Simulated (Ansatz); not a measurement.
The parent structure is WSi$_{2}$ (space group I4/mmm, No. 139; relaxed with 0.1 eV smearing).

Space group I4/mmm (No. 139); a = 3.2289 Å, b = 3.2289 Å, c = 7.8697 Å, α = 90.00°, β = 90.00°, γ = 90.00°

```tsv
atom	site	symmetry	x	y	z
Si	4e	4mm	0.0000	0.0000	0.3345
W	2a	4/mmm	0.0000	0.0000	0.0000
```
(The calculation used a cell of 3 atoms; values per cell refer to that cell.)

Level of theory: PBE in Ansatz (plane waves to 420 eV, PAW, no SOC).

Before the change:

The pressure comes out as 0.0 GPa and the band gap is zero.

One thing is altered: the cell is scaled by 0.9750 in all directions, atoms relaxed at fixed cell.

What does the calculation give for the pressure and band gap after the change?

The pressure (mean of the normal stresses, compression positive) goes from zero to 19.6 GPa; the band gap remains zero.

The cells carry an imposed strain or load. No phonon test of stability was made. All final runs are without spin polarisation.

Ansatz is a program for electronic structure.
